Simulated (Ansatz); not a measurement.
Base system: Sn in the diamond structure (space group Fd-3m, No. 227; a = 6.566 Å). Axes: x, y, z lie along the cube axes.

All numbers come from DFT with r2SCAN, PAW potentials and a 500 eV plane-wave cutoff in Ansatz (a first-principles code), no spin-orbit coupling.

For the base:

```
Item                             Value
-----------------------------  -------
Pressure                       0.0 GPa
Shortest interatomic distance  2.843 Å
Band gap                          zero
```

Now apply this change: uniaxial strain ε_zz = +0.50 %, all other strain components held at zero; the atoms relax in the strained cell.

Predict the new pressure.

The pressure (mean of the normal stresses, compression positive) goes from zero to -0.2 GPa.

How does this affect the shortest interatomic distance?

The shortest interatomic distance increases by 0.005 Å to 2.848 Å.

What happens to the energy relative to the base?

The energy hardly moves.

How does this affect the band gap?

The band gap stays zero.

No phonon test of stability was made.
